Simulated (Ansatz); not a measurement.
Base system: InSb in the zinc blende structure (space group F-43m, No. 216; a = 6.519 Å). Axes: x, y, z lie along the cube axes.

Calculations: PBEsol in Ansatz (plane waves to 420 eV, PAW, scalar-relativistic without spin-orbit coupling).

Base values:

```
Property           Result
---------------  --------
Volume per atom  34.63 Å³
```

Modification: uniaxial stress, 1 GPa compression along x, with the cell and atoms free to relax against it.

**Question.** Predict the new volume per atom.

**Answer.** The volume per atom falls by 0.28 Å³, from 34.63 Å³ to 34.35 Å³.

**Question.** Estimate the effect on the energy relative to the base.

**Answer.** The energy increases by 3.2 meV/atom.

Load acts through the strain it causes; cell and atoms are relaxed under it. Stability under load was not tested beyond the relaxation. The final runs are not spin-polarised.

Ansatz is a first-principles code.
